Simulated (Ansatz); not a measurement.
Take NbN in the rock salt structure (space group Fm-3m, No. 225; a = 4.421 Å) as the base.

Computed with Ansatz (a first-principles code), PBE, PAW, cutoff 420 eV, scalar-relativistic without spin-orbit coupling.

Base values:

| Property | Result |
|---|---|
| Lattice parameter a | 4.421 Å |

Perturbation: C takes the place of N on all its sites, then cell and atoms are relaxed.

Tabulated Pauling electronegativity and covalent radius: N 3.04, 0.71 Å; C 2.55, 0.76 Å.

Task: What happens to the lattice parameter a?

Result: The lattice parameter a goes up by 0.064 Å, from 4.421 Å to 4.485 Å.

Stability against distortions was not tested. All final runs are without spin polarisation. An odd electron count without spin: NbC.
